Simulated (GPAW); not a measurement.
# Worked example: self-consistent single point of Rb3InI6 (Fm-3m, 10 atoms in the cell) in GPAW

Method: PBEsol, GPAW PAW datasets PBEsol (made by gpaw-setup) (plane waves; GPAW 25.7.0).

This input was run:

```python
from ase import Atoms
from ase.units import GPa
from gpaw import GPAW, PW

atoms = Atoms(['Rb', 'Rb', 'Rb', 'In', 'I', 'I', 'I', 'I', 'I', 'I'],
              cell=[[0.000000, 6.535322, 6.535322],
                    [6.535322, 0.000000, 6.535322],
                    [6.535322, 6.535322, 0.000000]],
              scaled_positions=[[0.750000, 0.750000, 0.750000],
                                [0.250000, 0.250000, 0.250000],
                                [0.500000, 0.500000, 0.500000],
                                [0.000000, 0.000000, 0.000000],
                                [0.770680, 0.229320, 0.229320],
                                [0.229320, 0.770680, 0.770680],
                                [0.229320, 0.770680, 0.229320],
                                [0.770680, 0.229320, 0.770680],
                                [0.229320, 0.229320, 0.770680],
                                [0.770680, 0.770680, 0.229320]],
              pbc=True)

calc = GPAW(mode=PW(550),
            xc='PBEsol',
            kpts=(3, 3, 3),
            occupations={'name': 'methfessel-paxton', 'width': 0.01, 'order': 0},
            nbands=-4,
            convergence={'density': 1e-05, 'bands': -2},
            symmetry={'symmorphic': False, 'tolerance': 0.0005},
            maxiter=100,
            txt='-')

atoms.calc = calc

energy = atoms.get_potential_energy()
print('Energy (eV):', round(energy, 6))
forces = atoms.get_forces()
print('Forces (eV/Ang):')
print(forces.round(5))
stress = atoms.get_stress()
print('Stress (GPa, Voigt):', (stress / GPa).round(4))
```

Output (repeated stretches shortened):

```
Input parameters:
  convergence: {bands: -2,
                density: 1e-05}
  kpts: [3 3 3]
  maxiter: 100
  mode: {ecut: 550.0,
         name: pw}
  nbands: -4
  occupations: {name: methfessel-paxton,
                order: 0,
                width: 0.01}
  symmetry: {symmorphic: False,
             tolerance: 0.0005}
  xc: PBEsol

species:
  Rb:
    name: Rubidium
    Z: 37.0
    valence: 9
    core: 28
    charge: 0.0
    file: Rb.PBEsol.gz

    # Using partial waves for Rb as LCAO basis

  In:
    name: Indium
    Z: 49.0
    valence: 13
    core: 36
    charge: 0.0
    file: In.PBEsol.gz

    # Using partial waves for In as LCAO basis

  I:
    name: Iodine
    Z: 53.0
    valence: 7
    core: 46
    charge: 0.0
    file: I.PBEsol.gz

    # Using partial waves for I as LCAO basis

Reference energy: -1563821.406081  # eV

Spin-paired calculation

Convergence criteria:
 Maximum [total energy] change in last 3 cyles: 0.0005 eV / valence electron
 Maximum integral of absolute [dens]ity change: 1e-05 electrons / valence electron
 Maximum integral of absolute [eigenst]ate change: 4e-08 eV^2 / valence electron
 Maximum number of scf [iter]ations: 100

Symmetries present (total): 48
Symmetries with fractional translations: 0
27 k-points: 3 x 3 x 3 Monkhorst-Pack grid
4 k-points in the irreducible part of the Brillouin zone
       k-points in crystal coordinates                weights
   0:     0.00000000    0.00000000    0.00000000          1/27
   1:     0.33333333    0.33333333   -0.33333333         12/27
   2:     0.33333333    0.33333333    0.00000000          6/27
   3:     0.33333333    0.33333333    0.33333333          8/27

Wave functions: Plane wave expansion
  Cutoff energy: 550.000 eV
  Number of coefficients (min, max): 16306, 16382
  Pulay-stress correction: 0.000000 eV/Ang^3 (de/decut=0.000000)

Occupation numbers: Methfessel-Paxton:
  width: 0.0100  # eV
  order: 0

Eigensolver

Densities:
  Coarse grid: 50*50*50 grid
  Fine grid: 100*100*100 grid
  Total Charge: 0.000000

Density mixing:
  Method: separate
  Backend: pulay
  Linear mixing parameter: 0.05
  old densities: 5
  Damping of long wavelength oscillations: 50

Hamiltonian:
  XC and Coulomb potentials evaluated on a 100*100*100 grid
  External potential:
    NoExternalPotential

XC parameters: PBEsol with 2 nearest neighbor stencil

Number of atoms: 10
Number of atomic orbitals: 48
Number of bands in calculation: 45
Number of valence electrons: 82
Bands to converge: 43

Density initialized from atomic densities
  45 bands from LCAO basis set

Atomic positions and initial magnetic moments

Positions:
   0 Rb     9.802983    9.802983    9.802983    ( 0.0000,  0.0000,  0.0000)
   1 Rb     3.267661    3.267661    3.267661    ( 0.0000,  0.0000,  0.0000)
   2 Rb     6.535322    6.535322    6.535322    ( 0.0000,  0.0000,  0.0000)
   3 In     0.000000    0.000000    0.000000    ( 0.0000,  0.0000,  0.0000)
   4 I      2.997360    6.535322    6.535322    ( 0.0000,  0.0000,  0.0000)
   5 I     10.073284    6.535322    6.535322    ( 0.0000,  0.0000,  0.0000)
   6 I      6.535322    2.997360    6.535322    ( 0.0000,  0.0000,  0.0000)
   7 I      6.535322   10.073284    6.535322    ( 0.0000,  0.0000,  0.0000)
   8 I      6.535322    6.535322    2.997360    ( 0.0000,  0.0000,  0.0000)
   9 I      6.535322    6.535322   10.073284    ( 0.0000,  0.0000,  0.0000)

Unit cell:
           periodic     x           y           z      points  spacing
  1. axis:    yes    0.000000    6.535322    6.535322    50     0.1509
  2. axis:    yes    6.535322    0.000000    6.535322    50     0.1509
  3. axis:    yes    6.535322    6.535322    0.000000    50     0.1509

  Lengths:   9.242341   9.242341   9.242341
  Angles:   60.000000  60.000000  60.000000

Effective grid spacing dv^(1/3) = 0.1647

     iter     time        total  log10-change:
                         energy   eigst   dens
iter:   1 --:--:--   -27.178523   -0.54
iter:   2 --:--:--   -27.014197   -1.78  -1.29
iter:   3 --:--:--   -26.442682   -2.06  -1.33
iter:   4 --:--:--   -26.445990   -2.03  -1.50
iter:   5 --:--:--   -26.335479   -2.54  -1.67
iter:   6 --:--:--   -26.364038   -3.19  -1.96
iter:   7 --:--:--   -26.312967   -3.08  -1.95
iter:   8 --:--:--   -26.314249   -3.58  -2.57
iter:   9 --:--:--   -26.310619c  -4.23  -2.63
iter:  10 --:--:--   -26.311062c  -4.81  -2.86
iter:  11 --:--:--   -26.310854c  -5.16  -3.02
iter:  12 --:--:--   -26.310856c  -6.34  -3.47
iter:  13 --:--:--   -26.310880c  -6.18  -3.50
iter:  14 --:--:--   -26.310855c  -5.98  -3.57
iter:  15 --:--:--   -26.310854c  -7.21  -3.75
iter:  16 --:--:--   -26.310854c  -6.56  -3.78
iter:  17 --:--:--   -26.310849c  -6.98  -3.97
iter:  18 --:--:--   -26.310849c  -7.93c -4.28
iter:  19 --:--:--   -26.310849c  -7.83c -4.34
iter:  20 --:--:--   -26.310849c  -8.13c -4.45
iter:  21 --:--:--   -26.310849c  -8.30c -4.53
iter:  22 --:--:--   -26.310849c  -9.06c -4.62
iter:  23 --:--:--   -26.310849c  -8.35c -4.65
iter:  24 --:--:--   -26.310849c  -9.03c -4.85
iter:  25 --:--:--   -26.310849c  -9.65c -4.89
iter:  26 --:--:--   -26.310849c  -9.62c -4.97
iter:  27 --:--:--   -26.310849c  -9.98c -5.06c

Converged after 27 iterations.

Dipole moment: (0.000000, -0.000000, -0.000000) |e|*Ang

Energy contributions relative to reference atoms: (reference = -1563821.406081)

Kinetic:        +32.440794
Potential:      -33.422426
External:        +0.000000
XC:             -25.305628
Entropy (-ST):   +0.000000
Local:           -0.023589
SIC:             +0.000000
--------------------------
Free energy:    -26.310849
Extrapolated:   -26.310849

Showing only first 2 kpts
 Kpt  Band  Eigenvalues  Occupancy
  0    39      0.11896    2.00000
  0    40      0.11896    2.00000
  0    41      1.27038    0.00000
  0    42      3.43828    0.00000

  1    39     -0.12591    2.00000
  1    40     -0.00253    2.00000
  1    41      1.90267    0.00000
  1    42      4.64473    0.00000

Fermi level: 0.50411

Gap: 1.151 eV
Transition (v -> c):
  (s=0, k=0, n=40, [0.00, 0.00, 0.00]) -> (s=0, k=0, n=41, [0.00, 0.00, 0.00])
No difference between direct/indirect transitions
Energy (eV): -26.310849

Forces in eV/Ang:
  0 Rb   -0.00000   -0.00000   -0.00000
  1 Rb   -0.00000   -0.00000    0.00000
  2 Rb    0.00000    0.00000    0.00000
  3 In    0.00000   -0.00000   -0.00000
  4 I    -0.33394    0.00000    0.00000
  5 I     0.33394   -0.00000    0.00000
  6 I    -0.00000   -0.33394   -0.00000
  7 I     0.00000    0.33394    0.00000
  8 I     0.00000   -0.00000   -0.33394
  9 I     0.00000    0.00000    0.33394

Stress tensor:
     0.008698     0.000000     0.000000
     0.000000     0.008698     0.000000
     0.000000     0.000000     0.008698
Stress (GPa, Voigt): [1.3936 1.3936 1.3936 0.     0.     0.    ]
```

The run converged in 27 iterations. GPAW prints stress with tension positive.

The starting cell comes from a database of computed structures (which also holds hypothetical and non-ambient phases and stackings), without a prior relaxation at this level. Its lattice was rescaled by a random factor within 2.5 % of one. Spin-orbit coupling is off.

Cost on one core of a shared machine: roughly 3 min.
